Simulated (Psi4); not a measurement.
Psi4 1.11, TPSS/def2-svpd: Zn(F)(Cl)(OH2)2 ([OH2]->[Zn](<-[OH2])([F])[Cl]), 9 atoms. The geometry is a generated start, not checked to be a minimum at this level.

* **task**: energy
* **method**: tpss
* **basis**: def2-svpd
* **memory**: 3 GB
* **maxiter**: 100
* **keys of the molecule block**: symmetry c1
* **scf_type**: df (default)
* **e_convergence**: 1e-06 (default)
* **d_convergence**: 1e-06 (default)
* **dft_radial_points**: 75 (default)
* **dft_spherical_points**: 302 (default)
* **basis functions**: 162
* **grid points**: 194939

```xyz
9

Zn     0.6235    -0.3690     0.5285
F      1.3714     0.7656    -0.5864
Cl     1.3819    -2.3019     0.9379
O     -0.8018    -0.7941    -1.1164
H     -0.7381    -1.7223    -1.3698
H     -0.3401    -0.2889    -1.7997
O     -0.3789     1.3188     1.3992
H     -1.2822     1.4317     1.0875
H      0.1643     1.9600     0.9192
```

Charge 0 and multiplicity 1 are set for this test and not shown to be the ground state.

With the defaults (diis = true, scf_initial_accelerator = adiis, damping_percentage = 0, guess = auto, which took SAD, diis_max_vecs = 10, level_shift = 0, level_shift_cutoff = 0.01, diis_start = 1) it converges in 12 SCF iterations. One run each on 2 threads, with these changes:
- guess = modhuckel
- level_shift = 0.5, level_shift_cutoff = 0.001
- guess = gwh
- diis_max_vecs = 6
- guess = core
- diis = false, scf_initial_accelerator = none, damping_percentage = 60
- diis_start = 4
- scf_initial_accelerator = ediis
- diis_max_vecs = 3

### Question
Which of these changes keep the SCF from converging, or lead it to another solution?

### Answer
No convergence: diis = false, scf_initial_accelerator = none, damping_percentage = 60 (the run ends without SCF convergence in 100 iterations). The rest reach the solution of the defaults.

```
setting                                                                SCF iterations             end
---------------------------------------------------------------------  --------------  --------------
the defaults                                                                       12   same solution
diis_max_vecs = 6                                                                  12   same solution
scf_initial_accelerator = ediis                                                    12   same solution
level_shift = 0.5, level_shift_cutoff = 0.001                                      13   same solution
guess = modhuckel                                                                  13   same solution
guess = gwh                                                                        18   same solution
guess = core                                                                       19   same solution
diis_start = 4                                                                     22   same solution
diis_max_vecs = 3                                                                  23   same solution
diis = false, scf_initial_accelerator = none, damping_percentage = 60             100  no convergence
```

1 further run of the study ended by our limits or in an error and is left out.
